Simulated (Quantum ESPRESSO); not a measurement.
Quantum ESPRESSO is run on SnO2 (Pbca, 24 atoms in the cell), and the run fails. The aim is a self-consistent single point with DFT, LDA (PZ), plane waves, GBRV 1.5 ultrasoft (LDA) pseudopotentials.

Cell that was meant: a = 5.1569 Å, b = 10.1620 Å, c = 5.2470 Å, α = 90.00°, β = 90.00°, γ = 90.00°.

Part of the input:

```fortran
&SYSTEM
    ibrav = 0,
    nat = 24,
    ntyp = 3,
    ecutwfc = 40,
    ecutrho = 200,
    occupations = 'smearing',
```

Output, abridged:

```
     This program is part of the open-source Quantum ESPRESSO suite
     for quantum simulation of materials; please cite

 %%%%%%%%%%%%%%%%%%%%%%%%%%%%%%%%%%%%%%%%%%%%%%%%%%%%%%%%%%%%%%%%%%%%%%%%%%%%%%
     Error in routine  card_atomic_species (5010):
     cannot read atomic specie from: ATOMIC_POSITIONS {bohr}
 %%%%%%%%%%%%%%%%%%%%%%%%%%%%%%%%%%%%%%%%%%%%%%%%%%%%%%%%%%%%%%%%%%%%%%%%%%%%%%

     stopping ...
```

Q: From the messages shown, name the fault and mend the input.

A: The fault is a species count that does not match the list of species. The number of species decides how many lines of the species card are read. To fix it, make the count match the list. The program stopped before any SCF iteration.

An input that runs soundly differs in these lines (not the only fix; some lines may just follow from the change or write a value another way):
```diff
-    ntyp = 3,
+    ntyp = 2,
```

With that input, the run converged in 13 iterations: free energy E − TS -24329.7415 eV; top of the valence band (on the code's own zero) 9.83 eV; gap on the k-point mesh 0.49 eV; pressure -11.86 GPa; largest force (vector length) 0.121 eV/Å (DFT, LDA (PZ), plane waves, GBRV 1.5 ultrasoft (LDA) pseudopotentials).

On the sound input: the starting cell comes from a database of computed structures (which also holds hypothetical and non-ambient phases and stackings), without a prior relaxation at this level. With a pressure of about -12 GPa the cell is away from its equilibrium volume at this level.
